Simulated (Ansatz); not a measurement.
The starting structures come from a database of crystals and need not be the phases stable at ambient conditions.

The decay constant κ of evanescent states in the gap governs leakage through a thin film.

Input:

```yaml
crystal:
  lattice:
    - [7.64724, 0.00000, 0.00000]
    - [3.13059, 8.18196, 0.00000]
    - [0.00000, 0.00000, 5.55784]
  atoms:
    - { symbol: Cs, position: [0.66991, 0.63639, 0.75000] }
    - { symbol: Cs, position: [0.33009, 0.36361, 0.25000] }
    - { symbol: Cu, position: [0.88716, 0.14615, 0.49477] }
    - { symbol: Cu, position: [0.11284, 0.85385, 0.50523] }
    - { symbol: Cu, position: [0.11284, 0.85385, 0.99477] }
    - { symbol: Cu, position: [0.88716, 0.14615, 0.00523] }
    - { symbol: I, position: [0.80161, 0.92007, 0.25000] }
    - { symbol: I, position: [0.19839, 0.07993, 0.75000] }
    - { symbol: Cl, position: [0.86468, 0.37192, 0.25000] }
    - { symbol: Cl, position: [0.13532, 0.62808, 0.75000] }
    - { symbol: Cl, position: [0.37578, 0.74699, 0.25000] }
    - { symbol: Cl, position: [0.62422, 0.25301, 0.75000] }
```

Space group of this cell: P2_1/m. The cell is taken as given; by PBEsol its mean pressure is -1.2 GPa.

Transport runs along the normal of the first two printed cell vectors.

No gap correction and no spin-orbit coupling; mid-gap values are interpolated between computed energies.

**Question.** Compute, with PBEsol run with Ansatz (a quantum-chemistry and plane-wave program), the band gap and the smallest decay constant κ at mid-gap.

**Answer.** Gap 1.97 eV on a 4×4×6 mesh; κ = 0.256 1/Å, at the zone centre.
